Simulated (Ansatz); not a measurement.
The reference is CaF$_{2}$ in the fluorite structure (space group Fm-3m, No. 225; a = 5.5110 Å).

(Cell as relaxed with PBE.)

Levels (all Ansatz, a first-principles code, PAW): PBE (420 eV, no spin-orbit coupling); r2SCAN (500 eV, no SOC).

Each level relaxes its own structure.

```csv
base,PBE,r2SCAN
volume per atom,13.95 Å³,13.41 Å³
lattice parameter a,5.511 Å,5.439 Å
band gap,7.14 eV,8.03 eV
```

Perturbation: an isotropic linear strain of −2.10 %, atoms relaxed at fixed cell.

```tsv
quantity	PBE	r2SCAN
pressure	5.69 GPa	6.58 GPa
electron mass	0.55 mₑ (at Γ)	0.56 mₑ (at Γ)
valley order (the lowest conduction-band minima on the path, energy above the VBM, named in the base's zone)	Γ 7.52 eV; X along ⟨100⟩ 8.23 eV	Γ 8.42 eV; X along ⟨100⟩ 8.97 eV
```

PBE's pressure lies 0.89 GPa below r2SCAN's; both order the valleys alike. Neither level is exact; r2SCAN is the comparison here, not a measurement.

Masses are band curvatures over ±0.01 Å⁻¹ around the edge. Whether these cells are dynamically stable was not tested.
